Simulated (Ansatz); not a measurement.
Start from Ru in the hcp (Mg type) structure (space group P6_3/mmc, No. 194; a = 2.6914 Å, c = 4.2489 Å; relaxed with 0.1 eV smearing). Axes: x lies along a and z along c of the hexagonal cell.

Computed with PBEsol (Ansatz, a quantum-chemistry and plane-wave program), no spin-orbit coupling.

Base values:

The shortest interatomic distance is 2.632 Å.

Modification: the cell is compressed by 2.00 % along x with no lateral relaxation; the atoms relax in the strained cell.

### Question
What does the calculation give for the energy relative to the base, stress and shortest interatomic distance after the change?

### Answer
The energy increases by 11 meV/atom; the stress (xx, yy, zz, yz, xz, xy; compression positive) amounts to (13.7, 4.3, 4.0, 0.0, 0.0, 0.0) GPa; the shortest interatomic distance drops by 0.011 Å, from 2.632 Å to 2.621 Å.

Stability against distortions was not tested. The final runs are not spin-polarised.
